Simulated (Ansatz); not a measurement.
Reference: LaCuSeO (P4/nmm), PBEsol, rigid bands (plane waves, PAW, scalar-relativistic; Ansatz, a quantum-chemistry and plane-wave program); axes and stresses refer to this cell.

```
CuLaOSe
1.0
    4.01613     0.00000     0.00000
    0.00000     4.01613     0.00000
    0.00000     0.00000     8.63828
La Cu Se O
2 2 2 2
Direct
  0.00000   0.50000   0.85727
  0.50000   0.00000   0.14273
  0.50000   0.50000   0.50000
  0.00000   0.00000   0.50000
  0.00000   0.50000   0.33146
  0.50000   0.00000   0.66854
  0.50000   0.50000   0.00000
  0.00000   0.00000   0.00000
```

* **hole conductivity mass**: 0.69 mₑ
* **electron conductivity mass**: 0.57 mₑ
* **electron mass along x**: 0.39 mₑ

Q: Change: functional r2SCAN on the same cell. What happens to hole conductivity mass, electron conductivity mass, electron mass along x?

A: hole conductivity mass goes up to 0.80 mₑ; electron conductivity mass moves little, to 0.57 mₑ; electron mass along x moves little, to 0.40 mₑ.

Masses are for dilute carriers at 300 K, harmonic means over directions unless an axis is named. Spin-orbit coupling is left out unless a row names it; without it hole values are far off for these elements. 

Formula and space group known from diffraction (Crystallography Open Database), not checked to be the room-temperature form: LaCuSeO (P4/nmm).
